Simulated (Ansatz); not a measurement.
Base system: Sn in the diamond structure (space group Fd-3m, No. 227; a = 6.569 Å). Axes: x, y, z lie along the cube axes.

The values are results of r2SCAN (Ansatz, an electronic-structure program; PAW; 500 eV plane waves; scalar-relativistic without spin-orbit coupling), earlier PAW set, not measurements.

Strains are applied to the cell and any free atomic positions relax; under biaxial strain the out-of-plane vector relaxes too.

One change was made to it. Results:

```csv
quantity,base,after
energy relative to the base (free energy F),0 meV/atom,+0.1 meV/atom
"pressure (mean of the normal stresses, compression positive)",0.0 GPa,-0.1 GPa
shortest interatomic distance,2.844 Å,2.846 Å
```

Q: Which of these changes matches the shifts?
A) biaxial strain −0.73 %, plane normal [001], relaxed out of plane
B) biaxial strain +0.20 %, plane normal [110], relaxed out of plane
C) isotropic strain +1.21 %
D) biaxial strain −4.41 %, plane normal [110], relaxed out of plane

A: B, biaxial strain +0.20 %, plane normal [110], relaxed out of plane. For comparison, the shortest interatomic distance in the other runs: biaxial strain −4.41 %, plane normal [110], relaxed out of plane gives 2.774 Å; isotropic strain +1.21 % gives 2.879 Å; biaxial strain −0.73 %, plane normal [001], relaxed out of plane gives 2.837 Å.

A biaxial case was relaxed in a doubled cell and then solved in the primitive one. No phonon test of stability was made.
